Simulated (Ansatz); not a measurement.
Take TiO2 in the rutile structure (space group P4_2/mnm, No. 136) as the base.

```yaml
crystal:
  lattice:
    - [4.64344, 0.00000, 0.00000]
    - [0.00000, 4.64344, 0.00000]
    - [0.00000, 0.00000, 2.96380]
  atoms:
    - { symbol: Ti, position: [0.00000, 0.00000, 0.00000] }
    - { symbol: Ti, position: [0.50000, 0.50000, 0.50000] }
    - { symbol: O, position: [0.30513, 0.30513, 0.00000] }
    - { symbol: O, position: [0.80513, 0.19487, 0.50000] }
    - { symbol: O, position: [0.19487, 0.80513, 0.50000] }
    - { symbol: O, position: [0.69487, 0.69487, 0.00000] }
```

Cartesian axes are those of the cell as printed.

The values are results of plane-wave PAW DFT at the PBE level (Ansatz, a first-principles code, 420 eV), without spin-orbit coupling, not measurements.

Before the change:

The gap character is direct at Γ and the volume per atom is 10.65 Å³.

One thing is altered: compressive biaxial strain of 1.20 % in the plane normal to [001], as in epitaxy on a mismatched substrate; the out-of-plane cell vector and the atoms relax.

Q: Estimate the effect on the gap character and volume per atom.

A: The gap character stays direct at Γ; the volume per atom shrinks by 0.17 Å³ (10.65 Å³ → 10.48 Å³).

Whether these cells are dynamically stable was not tested. The final runs are not spin-polarised.
